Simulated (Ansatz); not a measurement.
## HfSnO₃ (space group R-3, No. 148; a cell from a computed database, its experimental status unchecked; layered, stacked along the Cartesian z axis)

```
CELL_PARAMETERS angstrom
      2.69624     1.55668     6.88140
     -2.69624     1.55668     6.88140
      0.00000    -3.11335     6.88140
ATOMIC_POSITIONS crystal
  Hf 0.66729 0.66729 0.66729
  Hf 0.33271 0.33271 0.33271
  Sn 0.89404 0.89404 0.89404
  Sn 0.10596 0.10596 0.10596
  O  0.29332 0.60103 0.94561
  O  0.70668 0.39897 0.05439
  O  0.94561 0.29332 0.60103
  O  0.05439 0.70668 0.39897
  O  0.60103 0.94561 0.29332
  O  0.39897 0.05439 0.70668
```

Method: Kohn–Sham DFT with the PBEsol functional, run in Ansatz (a quantum-chemistry and plane-wave program) with PAW and 420 eV plane waves, without spin-orbit coupling. Γ-centred 7×7×7 mesh, Fermi–Dirac width 0.05 eV.

```json
{
  "volume_per_atom": "17.33 Å³",
  "density": "6.62 g/cm³",
  "band_gap": "2.31 eV, indirect, Γ → k = (0.143, -0.286, 0.286) in the run's primitive reciprocal basis",
  "hole_mass": "0.69 mₑ along c, 0.51 mₑ across",
  "total_energy": "-4647.085 eV/atom (σ→0; compares only within this code and set-up)"
}
```

With Hf present, leaving out spin-orbit coupling can change the band edges. Effective masses come from finite differences of ±0.01 Å⁻¹. No phonon test of stability was made. No dispersion term is included in the PBEsol runs.
